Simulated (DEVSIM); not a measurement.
System: Cr/SiO2/n-Si capacitor, at 300 K.

Layer 1 from the left is SiO2, thickness (nm) 8.90. Layer 2 from the left is Si, thickness (nm) 11000, Nd (cm⁻³) 2.5e15.

Metal gate on the left, work function 4.5 eV. Fixed charge at the semiconductor interface 0 cm⁻² (in units of +e); no interface traps.

This is a model device: material constants are rounded textbook-type values typed into the input, and sizes, dopings and lifetimes were drawn at random. Values at 300 K.

SiO2: gap (eV) 9, affinity (eV) 0.9, permittivity 3.9. Si: gap (eV) 1.124, affinity (eV) 4.05, permittivity 11.7, Nc (cm⁻³) 2.86e19, Nv (cm⁻³) 3.1e19.

Problem. Estimate by hand the flat-band voltage, the threshold voltage, and compare with a numerical solution.

Solution. 
- Flat-band voltage: C = 0.388 μF/cm², work-function difference 0.208 V; VFB = φms − qNf/C = 0.21 V; numerical 0.21 V.
- Threshold voltage: φF = 0.319 V, depletion charge √(4εqNφF) = 2.30e-8 C/cm²; VT = VFB − 2φF − Qd/C = -0.49 V; numerical -0.49 V.

Simulated with DEVSIM: 1D Poisson equation in equilibrium, Boltzmann statistics, complete ionisation; no quantum confinement or tunnelling. Metal contacts follow the ideal Schottky-Mott rule: no Fermi-level pinning, no interface dipoles.
